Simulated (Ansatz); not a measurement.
Abridged Ansatz (a first-principles code) output:

```
Relaxation: its limit of steps is 60 (relax.max_steps)
Pseudopotential: Mo, paw, valence charge 14
Crystal: 1 atoms, lattice volume = 15.214 Å³
Basis set: ecut = 420 eV, 321 PW (Γ), exchange–correlation on 40×40×40 points (8 copies of the dense FFT grid, shifted against one another)
Bands: 11, of which v1, the nominal top of the filled ones, is band 7 counted from 1 (6 counted from 0)
Symmetry: 48 space group operations
k-points: 286 of 9261
Functional: x = pbesol(κ = 0.804, μ = 0.12345679012345678), c = pbesol(β = 0.046)
SCF iter   1: F=—  HF=-4897.471795 eV  |F-HF|=—  |Δ(HF+E_count)|=         —  Δρ=6.06e-3  dr2=3.64e-3  ethr=1.77e-3  ⟨swp⟩=5.0  Hψ=18543  notcnv=0
SCF iter   2: F=—  HF=-4897.470586 eV  |F-HF|=—  |Δ(HF+E_count)|=   1.21e-3  Δρ=2.30e-3  dr2=2.11e-4  ethr=2.60e-5  ⟨swp⟩=2.4  Hψ=7145  notcnv=0  defer=1
SCF 1 converged in 6 iterations: F = -4897.470569 eV  dr2 = 7.79e-11
relax step   1: F+E_penalty+E_count = -4897.47056857 eV  Δ(F+E_penalty+E_count) = +0.000e0 eV  max|allowed force component| = 0.000e0 eV/Å  Δτ_max = 0.0000 Å  P = +2.085 GPa  Ω = 15.214 Å³  (6 SCF iters, dr2 threshold 1.00e-7 eV, accepted)
[... steps on the carried basis left out ...]
relax step   5: F+E_penalty+E_count = -4897.46801633 eV  Δ(F+E_penalty+E_count) = +2.123e-5 eV  max|allowed force component| = 0.000e0 eV/Å  Δτ_max = 0.0000 Å  P = +4.502 GPa  Ω = 15.089 Å³  stress off target by 1.65e-3 GPa  SCF on the basis re-selected at this cell (its energy is not comparable with the rows above)  (4 SCF iters)
SCF converged after 4 iterations
Free energy (F): -4897.468016 eV
Internal energy: -4897.462397 eV  (E = F + TS)
E sigma→0 (E₀):  -4897.465207 eV
Entropy (-TS):   -0.005619 eV (-5.619 meV/atom)
Fermi energy:    21.883828 eV
--- Forces (eV/Å), atoms counted from 1 ---
  atom   1  Mo     0.00000000    -0.00000000     0.00000000
--- Stress (GPa, compression-positive) ---
        4.501646      -0.000000      -0.000000
        0.000000       4.501646      -0.000000
        0.000000      -0.000000       4.501646
  P = ⅓ Tr σ = 4.5016 GPa (45.016 kbar)
--- Relaxed structure (4 steps of the walk, 3 accepted, 1 SCFs on fresh bases) ---
  cell:  # Å, volume = 15.0890 Å³
    - [-1.5566824217499136, 1.5566824217499136, 1.5566824217499136]
    - [1.5566824217499136, -1.5566824217499136, 1.5566824217499136]
    - [1.5566824217499136, 1.5566824217499136, -1.5566824217499136]
  atoms:
    - { symbol: Mo, position: [0.0, 0.0, 0.0] }
```

Question: What was computed, and what are the main results?

Answer: Mo, 1 atom in the cell, with Kohn–Sham DFT with the PBEsol functional, run in Ansatz with PAW and 420 eV plane waves, no spin-orbit coupling, from a series relaxed to a target (pressure 4.5 GPa). The last SCF converged to F = -4897.468016 eV, or -4897.4680 eV per atom, at a pressure of 4.50 GPa. The total energy compares only with runs of the same code, potentials and settings.

Load acts through the strain it causes; cell and atoms are relaxed under it. Stability against distortions was not tested. The final runs are not spin-polarised. The cell was made from Mo in the bcc (W type) structure (space group Im-3m, No. 229) by this change: pressure 4.5 GPa.

Keys are those of Ansatz 0.2.
